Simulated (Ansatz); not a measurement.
**SnSe2 (model structure, started from the rutile type, P4₂/mnm, No. 136, 6 atoms in the cell)**

The numbers are results of PBEsol (PAW; Ansatz, an electronic-structure program), not measurements.

Settings: plane-wave cutoff 500 eV, 6×6×10 k mesh (along the axes of the cell as run), Fermi–Dirac smearing 0.05 eV, scalar-relativistic PAW data made under PBE.

Cell (relaxed at this level):

```cif
data_Se4Sn2
_chemical_formula_sum 'Sn2 Se4'
_space_group_name_H-M_alt 'P 1'
_space_group_IT_number 1
_cell_length_a 6.41577
_cell_length_b 6.41577
_cell_length_c 3.99300
_cell_angle_alpha 90.000
_cell_angle_beta 90.000
_cell_angle_gamma 90.000
loop_
_space_group_symop_operation_xyz
  'x, y, z'
loop_
_atom_site_label
_atom_site_type_symbol
_atom_site_fract_x
_atom_site_fract_y
_atom_site_fract_z
_atom_site_occupancy
Sn1 Sn 0.00000 0.00000 0.00000 1
Sn2 Sn 0.50000 0.50000 0.50000 1
Se1 Se 0.30535 0.30535 0.00000 1
Se2 Se 0.80535 0.19465 0.50000 1
Se3 Se 0.19465 0.80535 0.50000 1
Se4 Se 0.69465 0.69465 0.00000 1
```

band gap: none

Note: the relaxation could raise the start's symmetry but not lower it, so the cell can be a saddle point.

Spin–orbit coupling is not included.

Computed values are for the static lattice.

A model structure was made by putting elements into a prototype or built by hand; it is no filed structure, need not be a known phase, and can be a saddle point held by its symmetry.
